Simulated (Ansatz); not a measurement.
An Ansatz (a program for electronic structure) input (r2SCAN (Ansatz, PAW, without spin-orbit coupling)):

Ansatz 0.2 input:
```yaml
crystal:
  lattice:
    - [0, 2.5641309766, 2.5641309766]
    - [2.5641309766, 0, 2.5641309766]
    - [2.5641309766, 2.5641309766, 0]
  atoms:
    - { symbol: Ge, position: [0, 0, 0] }
    - { symbol: Pd, position: [0.5, 0.5, 0.5] }
basis: { ecutwfc: 500, ecutrho_ratio: 4, xc_grid: 4, fft_grid_basis: typed }
kpoints: { mp_grid: { grid: [16, 16, 16] } }
hamiltonian:
  xc: r2scan
  dispersion: none
  pseudopotentials: { kind: paw }
scf: { occupations: { method: fermi_dirac, width: 0.05 }, convergence: { dr2_threshold: 0.0000000002 } }
output: { forces: true, stress: true }
checkpoint: { write: state.ck, write_every: 1000 }
```

Task: Which symmetry and how many k-points will the program report, and about how many plane waves at Γ?

Result: Space group Fm-3m (ITA 225) with 48 operations, k-points 145 of 4096, and 869 plane waves at Γ.

Task: And the final pressure?

Result: 2.79 GPa (compression positive).

Single points use the geometry relaxed with PBEsol. Whether these cells are dynamically stable was not tested. The final runs are not spin-polarised. The cell is PdGe in the rock salt structure (space group Fm-3m, No. 225; a hypothetical phase, not in the database extracts checked).
